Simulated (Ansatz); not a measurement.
# ZnS: response to strain

Consider ZnS in the wurtzite structure (space group P6_3mc, No. 186; a = 3.8453 Å, c = 6.3052 Å). Axes: x lies along a and z along c of the hexagonal cell.

Strains are applied to the cell and any free atomic positions relax; under biaxial strain the out-of-plane vector relaxes too.

Method: PBE (Ansatz, a program for electronic structure; PAW; 420 eV plane waves; no spin-orbit coupling).

```json
[
 {"biaxial strain, plane normal [001], relaxed out of plane (%)": "0", "out-of-plane strain (%)": "0.00"},
 {"biaxial strain, plane normal [001], relaxed out of plane (%)": "0.6", "out-of-plane strain (%)": "-0.33"},
 {"biaxial strain, plane normal [001], relaxed out of plane (%)": "1.2", "out-of-plane strain (%)": "?"},
 {"biaxial strain, plane normal [001], relaxed out of plane (%)": "1.8", "out-of-plane strain (%)": "-1.00"},
 {"biaxial strain, plane normal [001], relaxed out of plane (%)": "2.4", "out-of-plane strain (%)": "-1.33"},
 {"biaxial strain, plane normal [001], relaxed out of plane (%)": "3", "out-of-plane strain (%)": "-1.64"}
]
```

Task: Fit ε⊥ = −νε + γε² (strains in %) to the rows shown and predict the withheld row.

Result: Least squares on the printed values gives ν = 0.57 (the biaxial Poisson response) and γ = 0.006 (largest residual 0.01 %); this predicts -0.67 %, and the run gives -0.67 %, in agreement.

Whether these cells are dynamically stable was not tested.
